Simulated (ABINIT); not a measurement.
A self-consistent single point of TiNi (Pm-3m, 2 atoms in the cell) with ABINIT.

Computed with PBEsol, norm-conserving pseudopotentials (PseudoDojo nc-sr-04 PBEsol standard) (plane waves; ABINIT).

```yaml
crystal:
  lattice:
    - [2.96088, 0.00000, 0.00000]
    - [0.00000, 2.96088, 0.00000]
    - [0.00000, 0.00000, 2.96088]
  atoms:
    - { symbol: Ti, position: [0.50000, 0.50000, 0.50000] }
    - { symbol: Ni, position: [0.00000, 0.00000, 0.00000] }
```

Reference input (self-consistent single point, DFT, LDA (PW92), plane waves, norm-conserving pseudopotentials (PseudoDojo nc-sr-04 LDA standard)): pseudos = [Ti.upf, Ni.upf]; ecut = 49 Ha; occopt = 7; tsmear = 0.1 eV; ngkpt = 9 9 9; nshiftk = 1; shiftk = 0 0 0; potentials = PseudoDojo nc-sr-04 LDA standard; nband = 21; kptopt = 1; nstep = 50; tolvrs = 1e-10. This run's input differs from it in these lines:

```diff
@@ -1,2 +1,2 @@
-# TiNi, PseudoDojo nc-sr-04 LDA standard
+# TiNi, PseudoDojo nc-sr-04 PBEsol standard
 pp_dirpath "./"
```

Its files differ too (potentials: PseudoDojo nc-sr-04 LDA standard → PseudoDojo nc-sr-04 PBEsol standard).

Output, abridged:

```
--- !BeginCycle
solver: {iscf: 7, nstep: 50, nline: 4, wfoptalg: 0, }
tolerances: {tolvrs: 1.00E-10, }
...

     iter   Etot(hartree)      deltaE(h)  residm     vres2
 ETOT  1  -226.61327292925    -2.266E+02 4.496E-01 6.848E+01
 ETOT  2  -226.52909819669     8.417E-02 3.610E-02 1.846E+03
 ETOT  3  -226.82556132636    -2.965E-01 4.801E-03 5.958E+02
 ETOT  4  -226.96027865928    -1.347E-01 3.085E-03 8.135E+01
 ETOT  5  -226.94599242368     1.429E-02 1.729E-03 1.477E+02
   [... 4 lines left out ...]
 ETOT 10  -226.97875178620    -2.597E-09 1.573E-03 8.508E-08
 ETOT 11  -226.97875178622    -2.626E-11 4.160E-04 2.276E-08
 ETOT 12  -226.97875178623    -7.191E-12 4.420E-04 6.948E-10
 ETOT 13  -226.97875178623     6.821E-13 3.572E-04 8.074E-12
 At SCF step   13       vres2   =  8.07E-12 < tolvrs=  1.00E-10 =>converged.

 Cartesian components of stress tensor (hartree/bohr^3)
  sigma(1 1)= -5.47885070E-05  sigma(3 2)=  0.00000000E+00
  sigma(2 2)= -5.47885070E-05  sigma(3 1)=  0.00000000E+00
  sigma(3 3)= -5.47885070E-05  sigma(2 1)=  0.00000000E+00

 ----iterations are completed or convergence reached----

 reduced coordinates (array xred) for    2 atoms
       0.499999997818      0.499999997818      0.499999997818
      -0.000000002182     -0.000000002182     -0.000000002182
 cartesian forces (eV/Angstrom) at end:
    1     -0.00000000000000    -0.00000000000000    -0.00000000000000
    2     -0.00000000000000    -0.00000000000000    -0.00000000000000
 frms,max,avg= 0.0000000E+00 0.0000000E+00   0.000E+00  0.000E+00  0.000E+00 e/A
   [... lines left out ...]
 Fermi (or HOMO) energy (hartree) =   0.43245   Average Vxc (hartree)=  -0.48413
   [... lines left out ...]
total_energy        : -2.26978751786228E+02
total_energy_eV     : -6.17640594291872E+03
band_energy         : -2.15833957326242E+01
...

-Cartesian components of stress tensor (GPa)         [Pressure=  1.6119E+00 GPa]
- sigma(1 1)= -1.61193326E+00  sigma(3 2)=  0.00000000E+00
- sigma(2 2)= -1.61193326E+00  sigma(3 1)=  0.00000000E+00
- sigma(3 3)= -1.61193326E+00  sigma(2 1)=  0.00000000E+00

 Calculation completed.
```

The run converged in 13 iterations. Against the reference run the pressure goes from -4.40 to 1.61 GPa.

The starting cell comes from a database of computed structures (which also holds hypothetical and non-ambient phases and stackings), without a prior relaxation at this level. Its lattice was rescaled by a random factor within 2.5 % of one. Spin polarisation is off.

Cost on one core of a shared machine: roughly 3 min.
